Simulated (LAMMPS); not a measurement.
System: a slab of Fe (bcc) cut on the (-2-13) plane, one half shifted rigidly along [111] and [-45-1] of the cubic cell, atoms relaxed along the normal alone.

Method: classical force field (static), pair style eam/cd, file FeCr.cdeam (LAMMPS).

Problem. Give γ (mJ/m²) against shift along [111], in periods of 2.473 Å as the simulation yields it.

Solution. 
```csv
"shift along [111], in periods of 2.473 Å",γ (mJ/m²)
0.000,0.000
0.05556,36.5
0.1111,143
0.1667,298
0.2222,458
0.2778,575
0.3333,648
0.3889,702
0.4444,736
0.5000,746
0.5556,755
0.6111,748
0.6667,708
0.7222,621
0.7778,476
0.8333,303
0.8889,142
0.9444,35.9
1.000,0.000
```
